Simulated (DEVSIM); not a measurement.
Structure: Ru/SiO2/p-Si capacitor, at 400 K.

```
layer (left to right)  material  thickness (nm)  Na (cm⁻³)
---------------------  --------  --------------  ---------
1                          SiO2            36.0          -
2                            Si            9700     3.5e15
```

Metal gate on the left, work function 4.7 eV. Fixed charge at the semiconductor interface 5.4e11 cm⁻² (in units of +e); no interface traps.

This is a model device: material constants are rounded textbook-type values typed into the input, and sizes, dopings and lifetimes were drawn at random. Values at 300 K; Nc and Nv go as T^1.5, mobilities as T to minus their exponent, the gap by Varshni's rule with the affinity fixed.

| parameter | SiO2 | Si |
|---|---|---|
| gap (eV) | 9 | 1.124 |
| affinity (eV) | 0.9 | 4.05 |
| permittivity | 3.9 | 11.7 |
| Nc (cm⁻³) | - | 2.86e19 |
| Nv (cm⁻³) | - | 3.1e19 |
| Varshni α (eV/K) | - | 0.000473 |
| Varshni β (K) | - | 636 |

DEVSIM, 1D Poisson equation in equilibrium, Boltzmann statistics, complete ionisation; no quantum confinement or tunnelling. Metal contacts follow the ideal Schottky-Mott rule: no Fermi-level pinning, no interface dipoles.

The gate work function was swept, all else fixed.

```csv
gate work function (eV),flat-band voltage (V),threshold voltage (band bending 2φF) (V)
4.4,-1.32,-0.64
4.55,-1.17,-0.49
4.7,-1.02,-0.34
4.85,-0.87,-0.19
5,-0.72,-0.04
```

From the first row to the last the flat-band voltage goes from -1.32 to -0.72. From the first row to the last the threshold voltage (band bending 2φF) goes from -0.64 to -0.04.
